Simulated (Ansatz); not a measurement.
**Effect of biaxial strain −2.08 %, plane normal [111], relaxed out of plane on ZnS**

The parent structure is ZnS in the zinc blende structure (space group F-43m, No. 216; a = 5.297 Å). Axes: x, y, z lie along the cube axes.

One thing is altered: biaxial strain −2.08 %, plane normal [111], relaxed out of plane (Cartesian); in-plane vectors clamped, the third vector and the atoms free.

Method: LDA/PAW in Ansatz (an electronic-structure program), no spin-orbit coupling. k-mesh 11×11×11 (Γ-centred); smearing 0.05 eV (Fermi–Dirac).

- Volume per atom = 18.06 Å³ (base 18.58 Å³)
- Space group = R3m (No. 160) (base F-43m (No. 216))
- Shortest interatomic distance = 2.270 Å (base 2.294 Å)
- Energy relative to the base (free energy F) = +8.9 meV/atom
- Pressure (mean of the normal stresses, compression positive) = 2.52 GPa (base -0.01 GPa)
- Band gap = 2.14 eV (base 2.13 eV)
- Gap character = direct at Γ (base direct at Γ)
- Electron mass = 0.15 mₑ out of plane, 0.18 mₑ in plane (at Γ) (base 0.17 mₑ (at Γ))
- Valence-band top at Γ (three highest levels, from the VBM) = 0.00, 0.00, -0.23 eV (base 0.00, 0.00, 0.00 eV)
- Valley order (the lowest conduction-band minima on the path, energy above the VBM, named in the base's zone) = Γ 2.14 eV; X along [100] 2.86 eV; L along [1-11] 3.08 eV; L along [111] 3.48 eV (base Γ 2.13 eV; X along ⟨100⟩ 3.05 eV; L along ⟨111⟩ 3.20 eV)
- Out-of-plane strain = +1.42 %
- Ratio −ε⊥/ε∥ = 0.68
- Mean in-plane stress (compression positive) = +3.8 GPa

Effective masses come from finite differences of ±0.01 Å⁻¹. Whether these cells are dynamically stable was not tested. Labels are those of the standard path for the cell's own space group.
